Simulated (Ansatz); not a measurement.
Consider a 24-atom cell of (Ru,Fe)S2 started in the pyrite structure, site fractions Ru 0.500, Fe 0.500, short-range order 0.00 among the nearest mixed sites of the first mixed sublattice (0 is random, a negative value favours unlike neighbours), space group R-3 at the end, an ordered arrangement that its symmetry holds. Its start:

```
CELL_PARAMETERS angstrom
      5.54073     0.00000     5.54073
      0.00405     5.53668     5.53668
     -5.53668    -0.00405     5.53668
ATOMIC_POSITIONS crystal
  Fe 0.00000 0.50000 0.00000
  Ru 0.50000 0.50000 0.50000
  Fe 0.00000 0.50000 0.50000
  Ru 0.50000 0.50000 0.00000
  Ru 0.50000 0.00000 0.00000
  Fe 0.00000 0.00000 0.50000
  Ru 0.00000 0.00000 0.00000
  Fe 0.50000 0.00000 0.50000
  S  0.57825 0.10731 0.20962
  S  0.07574 0.12561 0.67829
  S  0.92426 0.87439 0.32171
  S  0.42175 0.89269 0.79038
  S  0.80841 0.88319 0.69159
  S  0.30598 0.88805 0.19402
  S  0.69402 0.11195 0.80598
  S  0.19159 0.11681 0.30841
  S  0.29865 0.37964 0.42426
  S  0.81444 0.39518 0.92175
  S  0.18556 0.60482 0.07825
  S  0.70135 0.62036 0.57574
  S  0.29038 0.63137 0.68556
  S  0.82171 0.60256 0.20135
  S  0.17829 0.39744 0.79865
  S  0.70962 0.36863 0.31444
```

These are r2SCAN (plane waves to 500 eV, PAW; Ansatz, a quantum-chemistry and plane-wave program) values and carry that method's errors. No spin–orbit coupling; the runs are not spin-polarised. Its k-point mesh 4×4×4, Fermi–Dirac width 0.01 eV.

**Question.** Predict the alloy's volume and bond lengths.

**Answer.** 
| Quantity | Value |
|---|---|
| volume per atom | 14.08 Å³ |
| Fe–S bonds (within 1.22 times the sum of covalent radii) | 2.285 Å on average, from 2.259 to 2.311 (24) |
| Ru–S bonds (within 1.22 times the sum of covalent radii) | 2.344 Å on average, from 2.322 to 2.363 (24) |
